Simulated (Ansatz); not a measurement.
Take CdS in the wurtzite structure (space group P6_3mc, No. 186) as the base.

```xyz
4
Lattice="4.1235 0.0000 0.0000 -2.0617 3.5710 0.0000 0.0000 0.0000 6.7111" Properties=species:S:1:pos:R:3 pbc="T T T"
Cd     2.0617     1.1903     0.0054
Cd     0.0000     2.3807     3.3609
S      2.0617     1.1903     4.1904
S      0.0000     2.3807     0.8349
```

Method: Ansatz (a first-principles code) PBEsol, without spin-orbit coupling.

One change was made to it. Results:

```json
[
 {"quantity": "valence-band top at Γ (three highest levels, from the VBM)", "base": "0.00, 0.00, -0.05 eV", "after": "0.00, 0.00, -1.11 eV"},
 {"quantity": "shortest interatomic distance", "base": "2.521 Å", "after": "2.265 Å"},
 {"quantity": "band gap", "base": "1.09 eV", "after": "0.91 eV"},
 {"quantity": "gap character", "base": "direct at Γ", "after": "direct at Γ"}
]
```

**Question.** What was done to the base?
A. pressure 9 GPa
B. pressure 4.2 GPa
C. pressure −2 GPa
D. pressure 30 GPa

**Answer.** D, pressure 30 GPa. For comparison, the band gap in the other runs: pressure 9 GPa gives 1.32 eV; pressure −2 GPa gives 1.02 eV; pressure 4.2 GPa gives 1.22 eV.

Load acts through the strain it causes; cell and atoms are relaxed under it. No phonon test of stability was made. Measured, CdS leaves this structure (for rock salt) near 2.54 GPa (temperature not stated; as listed in Datta, Sujoy, Jana, Debnarayan, arXiv (2020)), on rising pressure, with hysteresis.
